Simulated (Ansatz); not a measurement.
Start from Bi$_{2}$TeO$_{2}$ (space group I4/mmm, No. 139; a = 3.967 Å, c = 12.632 Å; a cell from a computed database, its experimental status unchecked).

Levels (all Ansatz, a first-principles code, PAW): PBEsol (420 eV, without spin-orbit coupling); PBEsol+SOC (420 eV, spin-orbit coupling included).

The geometry is relaxed with PBEsol.

| Property | Value |
|---|---|
| PBEsol pressure | 0.0 GPa |

Problem. What does PBEsol+SOC give at this geometry for the pressure?

Solution. The pressure goes from zero to 0.6 GPa.

Single points use the geometry relaxed with PBEsol. Differences between runs with and without spin-orbit coupling are approximate. No phonon test of stability was made. The base started in P1 and relaxed to I4/mmm at this level. The runs without spin-orbit coupling are not spin-polarised.
